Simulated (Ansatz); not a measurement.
# Hypothetical NiAs type KH under a change: strain tensor (xx, yy, zz, yz, xz, xy) = (−2.01, −1.02, −0.29, +0.46, −1.78, +1.22) %

Consider KH in the NiAs type structure (space group P6_3/mmc, No. 194; a = 3.855 Å, c = 6.826 Å; a hypothetical phase, not in the database extracts checked). Axes: x lies along a and z along c of the hexagonal cell.

Now apply this change: the symmetric strain tensor [-0.0201 0.0122 -0.0178; 0.0122 -0.0102 0.0045; -0.0178 0.0045 -0.0029], atoms relaxed at fixed cell.

All numbers come from Ansatz (a first-principles code) PBEsol, no spin-orbit coupling. Settings: 10×10×5 k-points, 0.05 eV Fermi–Dirac smearing.

The volume per atom shrinks by 0.73 Å³ (21.96 Å³ → 21.23 Å³) and the space group goes from P6_3/mmc (No. 194) to P-1 (No. 2). The shortest interatomic distance decreases by 0.082 Å to 2.722 Å and the energy increases by 2.5 meV/atom. The pressure (mean of the normal stresses, compression positive) goes from zero to 0.51 GPa and the band gap drops by 0.097 eV to 3.16 eV. The gap character amounts to indirect, U → Γ and the smallest direct gap shrinks by 0.05 eV (3.32 eV → 3.27 eV). The electron mass becomes 0.31 mₑ along z, 0.67 mₑ across (at Γ) (base: 0.31 mₑ along c, 0.68 mₑ across (at Γ)) and the largest internal atomic displacement is 0.024 Å. The stress (xx, yy, zz, yz, xz, xy; compression positive) comes out as (0.72, 0.56, 0.25, -0.07, 0.29, -0.22) GPa.

Final structure:

```xyz
4
Lattice="3.7771 0.0470 -0.0686 -1.8478 3.2806 0.0495 -0.1215 0.0311 6.8065" Properties=species:S:1:pos:R:3 pbc="T T T"
K      0.0000     0.0000     0.0000
K     -0.0608     0.0155     3.4033
H      0.0181     2.1988     1.7100
H      1.7896     1.1599     5.0774
```

Effective masses come from finite differences of ±0.01 Å⁻¹. Stability against distortions was not tested. k-point labels follow each cell's own Brillouin zone.
